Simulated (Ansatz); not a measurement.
```xyz
4
Lattice="3.1866 0.0000 0.0000 -1.5933 2.7597 0.0000 0.0000 0.0000 5.1527" Properties=species:S:1:pos:R:3 pbc="T T T"
Zn     1.5933     0.9199     0.0092
Zn     0.0000     1.8398     2.5855
O      1.5933     0.9199     3.2123
O      0.0000     1.8398     0.6359
```

Dynamical quadrupoles are not included in the interpolation of the phonons between the solved wave vectors.

Q: By how much do the lattice constants and the volume change from 300 K to 500 K (the quasi-harmonic free energy, LDA density-functional theory in Ansatz (plane waves, PAW)), and how far does the bulk modulus soften?

A: a by 0.10 %, c by 0.06 %, the volume by 0.27 %; B_T goes from 153 to 148 GPa. The crystal is held in this phase throughout; melting and phase transitions are not modelled.

The PAW data sets were generated under PBE and serve the other functionals too.

Ansatz is a quantum-chemistry and plane-wave program.
